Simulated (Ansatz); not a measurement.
Hf (Im-3m, No. 229, 1 atom in the cell; start mp-100; high-temperature phase)

Calculation: PBEsol (Ansatz, a first-principles code, PAW).

Settings: plane-wave cutoff 520 eV, 22×22×22 k mesh, Fermi–Dirac smearing 0.05 eV, scalar-relativistic PAW data made under PBE.

Cell (relaxed at this level):

```xyz
1
Lattice="-1.7451 1.7451 1.7451 1.7451 -1.7451 1.7451 1.7451 1.7451 -1.7451" Properties=species:S:1:pos:R:3 pbc="T T T"
Hf     0.0000     0.0000     0.0000
```

```
Quantity              Value
------------  -------------
band gap      zero (no gap)
bulk modulus        107 GPa
```

Note: the relaxation could not lower the start's symmetry, so the cell can be a saddle point above a distorted one; the bulk modulus is −V dP/dV from two relaxed cells at ±2 % in volume.

Spin–orbit coupling is not included.

Computed values are for the static lattice.

A start named mp-… is a Materials Project structure, which need not be a measured phase.
